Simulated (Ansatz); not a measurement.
We consider cubic perovskite CsCdCl₃, described by LDA (Ansatz, a quantum-chemistry and plane-wave program, PAW).

Run with plane-wave cutoff 520 eV, 8×8×8 k mesh, Fermi–Dirac smearing 0.01 eV, scalar-relativistic PAW data made under PBE.

Properties against volume:

```json
[
 {"V (Å³/atom)": "25.126", "P (GPa)": "3.10", "direct gap at Γ (eV)": "2.596", "smallest gap on the k mesh (eV)": "1.675"},
 {"V (Å³/atom)": "25.660", "P (GPa)": "1.94", "direct gap at Γ (eV)": "2.501", "smallest gap on the k mesh (eV)": "1.648"},
 {"V (Å³/atom)": "26.195", "P (GPa)": "0.92", "direct gap at Γ (eV)": "2.409", "smallest gap on the k mesh (eV)": "1.620"},
 {"V (Å³/atom)": "26.729", "P (GPa)": "0.01", "direct gap at Γ (eV)": "2.319", "smallest gap on the k mesh (eV)": "1.590"},
 {"V (Å³/atom)": "27.264", "P (GPa)": "-0.80", "direct gap at Γ (eV)": "2.232", "smallest gap on the k mesh (eV)": "1.561"},
 {"V (Å³/atom)": "27.799", "P (GPa)": "-1.51", "direct gap at Γ (eV)": "2.148", "smallest gap on the k mesh (eV)": "1.530"},
 {"V (Å³/atom)": "28.333", "P (GPa)": "-2.15", "direct gap at Γ (eV)": "2.066", "smallest gap on the k mesh (eV)": "1.499"}
]
```

The fundamental gap (1.59 eV at the equilibrium volume, with added k points) lies elsewhere than Γ–Γ.

Spin–orbit coupling is not included.
